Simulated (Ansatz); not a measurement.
## What isotropic strain −1.50 % does to WSi2

Take WSi2 (space group I4/mmm, No. 139; a = 3.229 Å, c = 7.870 Å; relaxed with 0.1 eV smearing) as the base.

One thing is altered: every lattice vector is shortened by 1.50 %, atoms relaxed at fixed cell.

Calculations: Kohn–Sham DFT with the PBE functional, run in Ansatz (a program for electronic structure) with PAW and 420 eV plane waves, no spin-orbit coupling. k-mesh 25×25×25 (Γ-centred); smearing 0.1 eV (Fermi–Dirac).

```json
[
 {"quantity": "space group", "base": "I4/mmm (No. 139)", "changed": "I4/mmm (No. 139)", "shift": "–"},
 {"quantity": "shortest interatomic distance", "base": "2.605 Å", "changed": "2.576 Å", "shift": "-0.0281 Å"},
 {"quantity": "energy relative to the base (free energy F)", "base": "0 meV/atom", "changed": "+20 meV/atom", "shift": "+20 meV/atom"},
 {"quantity": "pressure (mean of the normal stresses, compression positive)", "base": "0.0 GPa", "changed": "10.9 GPa", "shift": "+10.9 GPa"},
 {"quantity": "band gap", "base": "zero", "changed": "zero", "shift": "–"}
]
```

No phonon test of stability was made. The final runs are not spin-polarised.
